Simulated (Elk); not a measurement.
## Worked example: self-consistent single point of BaIn₃Pt (I4mm, 5 atoms in the cell) in Elk

Level of theory: Elk with LDA (PW92), all-electron FP-LAPW, Elk's shipped species files, APW+lo basis with extra local orbitals.

The input file:

```
tasks
  0

xctype
  3

tforce
  .true.

rgkmax
  7.5

gmaxvr
  18.0

lmaxapw
  10

lmaxo
  8

nxlo
  2

lorbcnd
  .true.

lradstp
  2

nrmtscf
  2.0

rmtscf
  0.89

lmaxi
  4

stype
  0

swidth
  0.00183747

scale
  1.889726125

avec
   -2.4391610000    2.4391610000    5.9272790000
    2.4391610000   -2.4391610000    5.9272790000
    2.4391610000    2.4391610000   -5.9272790000

atoms
  3   : nspecies
  'Ba.in'   : spfname
  1   : natoms; atposl, bfcmt below
  0.9973800000  0.9973800000  0.0000000000    0.0 0.0 0.0
  'In.in'   : spfname
  3   : natoms; atposl, bfcmt below
  0.7380800000  0.2380800000  0.5000000000    0.0 0.0 0.0
  0.2380800000  0.7380800000  0.5000000000    0.0 0.0 0.0
  0.3989000000  0.3989000000  0.0000000000    0.0 0.0 0.0
  'Pt.in'   : spfname
  1   : natoms; atposl, bfcmt below
  0.6275700000  0.6275700000  0.0000000000    0.0 0.0 0.0

ngridk
  5 5 5
```

Output (repeated stretches shortened):

```
│ Elk code version 10.2.4 │

All units are atomic (Hartree, Bohr, etc.)

│ Ground-state run starting from atomic densities │

Lattice vectors :
  -4.609346265       4.609346265       11.20093398
   4.609346265      -4.609346265       11.20093398
   4.609346265       4.609346265      -11.20093398

Unit cell volume      :    951.9034432
Brillouin zone volume :   0.2605833766

Muffin-tin inner radius fraction :   0.1000000000E-01

Nuclei treated as point charges

Species :    1 (Ba)
 parameters loaded from : Ba.in
 name : barium
 nuclear charge    :   -56.00000000
 electronic charge :    56.00000000
 atomic mass :    250331.8069
 muffin-tin radius :    2.492000000
 number of radial points in muffin-tin :   1399
 atomic positions (lattice), magnetic fields (Cartesian) :
   1 :   0.00000000  0.00000000  0.00000000    0.00000000  0.00000000  0.00000000

Species :    2 (In)
 parameters loaded from : In.in
 name : indium
 nuclear charge    :   -49.00000000
 electronic charge :    49.00000000
 atomic mass :    209300.4100
 muffin-tin radius :    2.314000000
 number of radial points in muffin-tin :   1199
 atomic positions (lattice), magnetic fields (Cartesian) :
   1 :   0.74070000  0.24070000  0.50000000    0.00000000  0.00000000  0.00000000
   2 :   0.24070000  0.74070000  0.50000000    0.00000000  0.00000000  0.00000000
   3 :   0.40152000  0.40152000  0.00000000    0.00000000  0.00000000  0.00000000

Species :    3 (Pt)
 parameters loaded from : Pt.in
 name : platinum
 nuclear charge    :   -78.00000000
 electronic charge :    78.00000000
 atomic mass :    355605.4398
 muffin-tin radius :    2.492000000
 number of radial points in muffin-tin :   1399
 atomic positions (lattice), magnetic fields (Cartesian) :
   1 :   0.63019000  0.63019000  0.00000000    0.00000000  0.00000000  0.00000000

Total number of atoms per unit cell :    5

Spin treatment :
 spin-unpolarised

Number of Bravais lattice symmetries :   16
   [... lines left out ...]
 potential will be trimmed for |G| > 2 gkmax
Constant for pseudocharge density :   11
Radial integration step length :    2

G-vector grid sizes :     75    75    75
Number of G-vectors :    93813

Maximum angular momentum used for
 APW functions                      :   10
 outer part of muffin-tin           :    8
 inner part of muffin-tin           :    4

Total nuclear charge    :   -281.0000000
Total core charge       :    174.0000000
Total valence charge    :    107.0000000
Total excess charge     :    0.000000000
Total electronic charge :    281.0000000

Effective Wigner radius, rₛ :   0.9316783197

Number of empty states         :   20
Total number of valence states :   74
Total number of core states    :  174

Conduction state local-orbitals added automatically
Total number of local-orbitals :  589

Exchange-correlation functional :      3     0     0
 Perdew-Wang/Ceperley-Alder, Phys. Rev. B 45, 13244 (1992)
 gradient requirement :    0
 local density approximation (LDA)

Smearing type :    0
 Gaussian
Smearing width :   0.1837470000E-02
Effective electronic temperature (K) :    580.2271348

Mixing type :    3
 Broyden mixing, J. Phys. A: Math. Gen. 17, L317 (1984)

Kohn-Sham potential initialised from atomic data
│ Self-consistent loop started │
│ Loop number : 1 │
 total energy                :     -44194.8607877
│ Loop number : 2 │
 total energy                :     -44197.0911779
RMS change in Kohn-Sham potential (target) :   0.6748756735E-01 (  0.1000000000E-05)
Absolute change in total energy (target)   :    2.230390215     (  0.1000000000E-03)
│ Loop number : 3 │
 total energy                :     -44198.0484568
RMS change in Kohn-Sham potential (target) :   0.6631215436E-01 (  0.1000000000E-05)
Absolute change in total energy (target)   :    1.514876431     (  0.1000000000E-03)
│ Loop number : 4 │
 total energy                :     -44198.1438702
RMS change in Kohn-Sham potential (target) :   0.6586344370E-01 (  0.1000000000E-05)
Absolute change in total energy (target)   :   0.4741325347     (  0.1000000000E-03)
│ Loop number : 5 │
 total energy                :     -44198.9317643
RMS change in Kohn-Sham potential (target) :   0.6134982930E-01 (  0.1000000000E-05)
Absolute change in total energy (target)   :   0.9064271927     (  0.1000000000E-03)
   [... lines left out ...]
Absolute change in total energy (target)   :   0.7883357961E-02 (  0.1000000000E-03)
│ Loop number : 21 │
 total energy                :     -44203.9000153
RMS change in Kohn-Sham potential (target) :   0.3047635754E-05 (  0.1000000000E-05)
Absolute change in total energy (target)   :   0.3501851577E-02 (  0.1000000000E-03)
│ Loop number : 22 │
 total energy                :     -44203.9001369
RMS change in Kohn-Sham potential (target) :   0.8673590400E-06 (  0.1000000000E-05)
Absolute change in total energy (target)   :   0.7538768768E-03 (  0.1000000000E-03)
│ Loop number : 23 │
 total energy                :     -44203.9000124
RMS change in Kohn-Sham potential (target) :   0.2590469160E-06 (  0.1000000000E-05)
Absolute change in total energy (target)   :   0.3130165860E-03 (  0.1000000000E-03)
│ Loop number : 24 │
 total energy                :     -44203.9000633
RMS change in Kohn-Sham potential (target) :   0.1195354582E-06 (  0.1000000000E-05)
Absolute change in total energy (target)   :   0.2732666326E-04 (  0.1000000000E-03)
Convergence targets achieved

│ Loop number : 25 │

Energies :
 Fermi                       :     0.249168244515
 sum of eigenvalues          :     -26949.1893999
 electron kinetic            :      48292.1034323
 core electron kinetic       :      46565.5872444
 Coulomb                     :     -91492.6327627
 Coulomb potential           :     -73910.1507931
 nuclear-nuclear             :     -3355.53839996
 electron-nuclear            :     -102364.037932
 Hartree                     :      14226.9435696
 Madelung                    :     -54537.5573661
 xc potential                :     -1331.14203915
 exchange                    :     -975.752885718
 correlation                 :     -27.6178210246
 total energy                :     -44203.9000371

Density of states at Fermi energy :    142.5154999
 (states/Hartree/unit cell)

Estimated indirect band gap :   0.1418685791E-02
 from k-point      7 to k-point      2
Estimated direct band gap   :   0.4634518329E-02
 at k-point      9

Charges :
 core                        :    174.0000000
 valence                     :    107.0000000
 interstitial                :    11.41905091
 muffin-tins (core leakage)
  species :    1 (Ba)
   atom    1                 :    52.99250650     (  0.4741523863E-04)
  species :    2 (In)
   atom    1                 :    46.70666003     (  0.6560920266E-03)
   atom    2                 :    46.70666003     (  0.6560920266E-03)
   atom    3                 :    46.74125511     (  0.6569606835E-03)
  species :    3 (Pt)
   atom    1                 :    76.43386742     (  0.7802592250E-03)
 total in muffin-tins        :    269.5809491
 total calculated charge     :    280.9970712
 total charge                :    281.0000000
 error                       :   0.2928778085E-02

│ Self-consistent loop stopped │

Forces :
 species :    1 (Ba)
  atom :    1
   Hellmann-Feynman          :     0.00000000    0.00000000    0.02862569
   IBS                       :    -0.00000000   -0.00000000   -0.02841999
   total force               :     0.00000000    0.00000000    0.00020570
   total magnitude           :     0.00020570
 species :    2 (In)
  atom :    1
   Hellmann-Feynman          :     0.00000000    0.00000000   -0.18279414
   IBS                       :     0.00000000    0.00000000    0.18068987
   total force               :     0.00000000    0.00000000   -0.00210427
   total magnitude           :     0.00210427
  atom :    2
   Hellmann-Feynman          :     0.00000000    0.00000000   -0.18279414
   IBS                       :     0.00000000    0.00000000    0.18068987
   total force               :     0.00000000    0.00000000   -0.00210427
   total magnitude           :     0.00210427
  atom :    3
   Hellmann-Feynman          :    -0.00000000    0.00000000    0.23007696
   IBS                       :     0.00000000    0.00000000   -0.22787470
   total force               :     0.00000000    0.00000000    0.00220226
   total magnitude           :     0.00220226
 species :    3 (Pt)
  atom :    1
   Hellmann-Feynman          :     0.00000000    0.00000000    0.10258483
   IBS                       :    -0.00000000    0.00000000   -0.10078425
   total force               :     0.00000000    0.00000000    0.00180058
   total magnitude           :     0.00180058
```

The run converged in 25 iterations. The count includes the last loop, which Elk runs after its targets are met.

The starting cell comes from a database of computed structures (which also holds hypothetical and non-ambient phases and stackings), without a prior relaxation at this level. Its lattice was rescaled by a random factor within 2.5 % of one. Spin-orbit coupling is off. Spin polarisation is off. Values depend on the basis (sphere radii, cutoffs, local orbitals), which need not be converged. The log's line on a gap gives a spacing of levels on this mesh, which the program prints for metals too.

Cost on one core of a shared machine: roughly 10 min.
